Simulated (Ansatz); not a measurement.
Base system: Cs2AgBiBr6 (space group Fm-3m, No. 225).

```yaml
crystal:
  lattice:
    - [0.00000, 5.59369, 5.59369]
    - [5.59369, 0.00000, 5.59369]
    - [5.59369, 5.59369, 0.00000]
  atoms:
    - { symbol: Bi, position: [0.00000, 0.00000, 0.00000] }
    - { symbol: Ag, position: [0.50000, 0.50000, 0.50000] }
    - { symbol: Cs, position: [0.25000, 0.25000, 0.25000] }
    - { symbol: Cs, position: [0.75000, 0.75000, 0.75000] }
    - { symbol: Br, position: [0.25391, 0.74609, 0.25391] }
    - { symbol: Br, position: [0.25391, 0.74609, 0.74609] }
    - { symbol: Br, position: [0.74609, 0.25391, 0.74609] }
    - { symbol: Br, position: [0.74609, 0.25391, 0.25391] }
    - { symbol: Br, position: [0.25391, 0.25391, 0.74609] }
    - { symbol: Br, position: [0.74609, 0.74609, 0.25391] }
```

Cartesian axes are those of the cell as printed.

Calculations: PBEsol (Ansatz, a program for electronic structure), without spin-orbit coupling.

Before the change:

| Quantity | Value |
|---|---|
| Pressure | 0.0 kbar |

The change: biaxial strain −2.25 %, plane normal [001], relaxed out of plane (Cartesian); in-plane vectors clamped, the third vector and the atoms free.

Problem. Estimate the effect on the pressure and out-of-plane strain.

Solution. The pressure (mean of the normal stresses, compression positive) goes from zero to 9.2 kbar; the out-of-plane strain amounts to +1.78 %.

Stability against distortions was not tested.
